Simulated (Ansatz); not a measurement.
Results of LDA (Ansatz, a first-principles code, plane waves, PAW) for Pd (model structure, started from the simple cubic type, Pm-3m, No. 221, 1 atom in the cell).

Run with plane-wave cutoff 520 eV, 22×22×22 k mesh, Fermi–Dirac smearing 0.05 eV, scalar-relativistic PAW data made under PBE.

Cell (relaxed at this level):

```yaml
crystal:
  lattice:
    - [2.53883, 0.00000, 0.00000]
    - [0.00000, 2.53883, 0.00000]
    - [0.00000, 0.00000, 2.53883]
  atoms:
    - { symbol: Pd, position: [0.00000, 0.00000, 0.00000] }
```

Task: Give the computed bulk modulus B0.

Result: 
bulk modulus B0: 167 GPa

The run finds no gap.

Note: the bulk modulus is −V dP/dV from two relaxed cells at ±2 % in volume; the relaxation could raise the start's symmetry but not lower it, so the cell can be a saddle point.

Static lattice: no zero-point or thermal effects.

Computing time: roughly 24 core-seconds.

A model structure was made by putting elements into a prototype or built by hand; it is no filed structure, need not be a known phase, and can be a saddle point held by its symmetry.
